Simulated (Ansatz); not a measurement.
## BeS: energy against volume

BeS (zinc blende, F-43m, 14.492 Å³/atom and stress up to 0.01 GPa in the relaxed cell, cube axes along x, y and z) under an equal strain ε along all three axes. PBE in Ansatz, a plane-wave DFT program (PAW, default set), 420 eV, 12×12×12 Γ-centred mesh, Fermi-Dirac smearing 0.05 eV; ions are relaxed, or left where forces stay under 0.02 eV/Å, within the symmetry of each cell.

Here V stands for volume and E for E less E0.

| volume (Å³/atom) | E less E0 (meV/atom) | pressure (GPa) |
|---|---|---|
| 13.6399 | 15.99 | 6.31 |
| 13.8497 | 8.87 | 4.59 |
| 14.0617 | 3.88 | 2.96 |
| 14.2758 | 0.96 | 1.44 |
| 14.4921 | 0.00 | 0.00 |
| 14.7106 | 0.94 | -1.35 |
| 14.9313 | 3.69 | -2.62 |
| 15.1541 | 8.18 | -3.82 |
| 15.3792 | 14.33 | -4.93 |
| 15.8359 | ? | ? |

Fit E of the 9 rows that show it with the third-order Birch-Murnaghan form, a cubic in V^(-2/3). With u = V^(-2/3) - 0.168, the rows have u = 0.007170, 0.005396, 0.003649, 0.001929, 0.000233, -0.001437, -0.003082, -0.004702, -0.006300. Least squares gives E = 0.022 - 158.65·u + 334160·u² - 192726·u³. Residuals (row less fit): -0.002, 0.005, -0.003, 0.002, -0.003, -0.001, -0.001, 0.004, -0.002; standard error 0.004 (degrees of freedom: 5). Its minimum lies at u = 0.000237, so V0 = (0.168237)^(-3/2) = 14.49. There d²E/du² = 668000 and d³E/du³ = -1156000, so B0 = (4/9) × 14.49^(-7/3) × 668000 × 0.160218 = 92.9 GPa (the last factor turns the table's units into GPa), and B0' = 4 + (2/3) × 0.168237 × (-1156000)/668000 = 3.8. B0' rests on the cubic coefficient alone and has a standard error of 0.1 from these residuals.

Q: What does the fit predict for E at V = 15.8359, and how far is the calculated value from it?

A: u = -0.009424, so E = 0.022 - 158.65 × (-0.009424) + 334160 × (-0.009424)² - 192726 × (-0.009424)³ = 31.356 meV/atom. The calculation gives 31.36 meV/atom, which the fit meets to the printed digits. The row lies outside the fitted rows, so this is an extrapolation. The scatter of the fitted rows lies at the last printed digit.

Other structures, which can take over under pressure, weren't tried. The same form fitted to the pressure column gives B0' = 3.8; series where the two differ by over 0.4 aren't shown. Rows are the converged runs of the series near zero and its far end, less any whose ions stayed unrelaxed beside relaxed ones; series whose fitted rows scatter by over a few per cent of the range, as at a crossing or softening among them, aren't shown in this form.
